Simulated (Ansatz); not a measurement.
Hypothetical Pm-3n Ge, response to strain

Consider Ge (space group Pm-3n, No. 223; a hypothetical phase, not in the database extracts checked).

```yaml
crystal:
  lattice:
    - [5.32261, 0.00000, 0.00000]
    - [0.00000, 5.32261, 0.00000]
    - [0.00000, 0.00000, 5.32261]
  atoms:
    - { symbol: Ge, position: [0.25000, 0.00000, 0.50000] }
    - { symbol: Ge, position: [0.75000, 0.00000, 0.50000] }
    - { symbol: Ge, position: [0.00000, 0.50000, 0.25000] }
    - { symbol: Ge, position: [0.00000, 0.50000, 0.75000] }
    - { symbol: Ge, position: [0.50000, 0.25000, 0.00000] }
    - { symbol: Ge, position: [0.50000, 0.75000, 0.00000] }
    - { symbol: Ge, position: [0.00000, 0.00000, 0.00000] }
    - { symbol: Ge, position: [0.50000, 0.50000, 0.50000] }
```

Cartesian axes are those of the cell as printed.

Strains are applied to the cell and any free atomic positions relax; under biaxial strain the out-of-plane vector relaxes too.

Levels (all Ansatz, an electronic-structure program, PAW): PBEsol (420 eV, no spin-orbit coupling); r2SCAN (500 eV, no spin-orbit coupling).

Pressures by level, all at the geometries relaxed with PBEsol:

| case | PBEsol | r2SCAN |
|---|---|---|
| base | 0.0 GPa | 1.8 GPa |
| biaxial strain −0.16 %, plane normal [001], relaxed out of plane | 0.0 GPa | 1.8 GPa |
| biaxial strain +2.47 %, plane normal [001], relaxed out of plane | -1.8 GPa | -0.1 GPa |
| isotropic strain +1.49 % | -2.9 GPa | -1.2 GPa |

Single points use the geometry relaxed with PBEsol. Their cutoffs differ, which shifts pressures a little. Without a gap, meshes like the base's 9×9×9 leave anisotropic stresses uncertain by several tenths of a GPa, and small strain energies with them. No phonon test of stability was made.
